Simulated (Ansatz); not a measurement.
Consider CsSnI$_{3}$ in the cubic perovskite structure (space group Pm-3m, No. 221; a = 6.224 Å).

Calculations: Ansatz (a quantum-chemistry and plane-wave program) r2SCAN, scalar-relativistic without spin-orbit coupling.

Base values:

```
Quantity              Result
-------------------  -------
Lattice parameter a  6.224 Å
```

Modification: cell and atoms relaxed at a pressure of 1.5 GPa.

Problem. What happens to the mean gap deformation potential ΔEg/Δln V and lattice parameter a?

Solution. The mean gap deformation potential ΔEg/Δln V is +5.1 eV; the lattice parameter a falls by 0.151 Å to 6.073 Å.

With I present, leaving out spin-orbit coupling can change the band edges. Load acts through the strain it causes; cell and atoms are relaxed under it. Whether these cells are dynamically stable was not tested. Many cubic perovskites are stable only at high temperature; tilts and polar distortions were not tested.
